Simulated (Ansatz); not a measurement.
## Short convergence ladders for WC (P-6m2, 2 atoms in the cell)

```
CELL_PARAMETERS angstrom
      1.46227    -2.53274     0.00000
      1.46227     2.53274     0.00000
      0.00000     0.00000     2.85420
ATOMIC_POSITIONS crystal
  W  0.00000 0.00000 0.00000
  C  0.33333 0.66667 0.50000
```

Base method: LDA (PW92), default PAW files made with PBE (plane waves; Ansatz, a first-principles code).

Base settings: basis.ecutwfc = 420 eV; kpoints.mp_grid.grid = 13 13 12; hamiltonian.xc = lda; hamiltonian.pseudopotentials = {kind: paw} (the program's default PAW files); scf.occupations.method = gaussian; scf.occupations.width = 0.1 eV.

Core times come from one kind of shared machine, to one figure; runs under 30 s give none.

**Zone-centre phonons against the cutoff**

In this ladder: phonons.method = dfpt.

The mesh stays at the base's, so the ladder's end is converged at best in this setting alone.

Frequencies are those of the unrelaxed cell, without the LO-TO term of polar crystals.

Only quantities that move along the ladder and can be compared are tabulated.

```tsv
basis.ecutwfc	highest zone-centre frequency (cm⁻¹)	core time / last (rough)
210 eV	588.8	–
250 eV	557.7	–
295 eV	580.7	0.6
355 eV	585.4	0.7
420 eV	585.5	0.6
505 eV	585.5	0.9
630 eV	585.5	1
```

Coarsest basis.ecutwfc that holds the highest zone-centre frequency within 10 cm⁻¹ of the last step, with all finer ones: 295 eV; the step before is off by 28 cm⁻¹.

**The force threshold of a relaxation**

On WC (P3m1, 2 atoms in the cell): one atom moved by 0.15 angstrom.

In this ladder: relax = atoms.

The mesh stays at the base's, so the ladder's end is converged at best in this setting alone.

Only quantities that move along the ladder and can be compared are tabulated.

```csv
relax.f_tol,largest force left (eV/Å),relaxation steps
0.2 eV/Å,0.0102,4
0.1 eV/Å,0.0102,4
0.05 eV/Å,0.0102,4
0.03 eV/Å,0.0102,4
0.02 eV/Å,0.0102,4
0.01 eV/Å,0.0002,5
0.005 eV/Å,0.0002,5
0.002 eV/Å,0.0002,5
0.001 eV/Å,0.0002,6
```

Coarsest relax.f_tol that holds the largest force left within 0.005 eV/Å of the last step, with all finer ones: 0.01 eV/Å; the step before is off by 0.010 eV/Å.

**The q mesh of the phonons**

In this ladder: kpoints.mp_grid.grid = 12 12 12; phonons.method = dfpt.

Only quantities that move along the ladder and can be compared are tabulated.

Thermal sums run over frequencies interpolated from this q mesh.

```csv
phonons.qmesh,zero-point energy (meV/atom),vibrational free energy at 300 K (meV/atom),core time / last (rough)
1 1 1,64.08,30.47,0.10
2 2 2,75.36,52.99,0.4
3 3 3,74.98,52.66,1
```

Coarsest phonons.qmesh that holds the vibrational free energy at 300 K within 2 meV/atom of the last step, with all finer ones: 2 2 2, at about 0.4 of the last step's time; the step before is off by 22 meV/atom.

Coarsest phonons.qmesh that holds the zero-point energy within 1 meV/atom of the last step, with all finer ones: 2 2 2, at about 0.4 of the last step's time; the step before is off by 11 meV/atom.

On the base run: the starting cell has typed, rounded lattice constants, without a prior relaxation at this level. Its lattice was rescaled by up to half a per cent. Spin polarisation is off. In the base run, with a pressure of about -17 GPa the cell is away from its equilibrium volume at this level.

Keys are those of Ansatz 0.2.
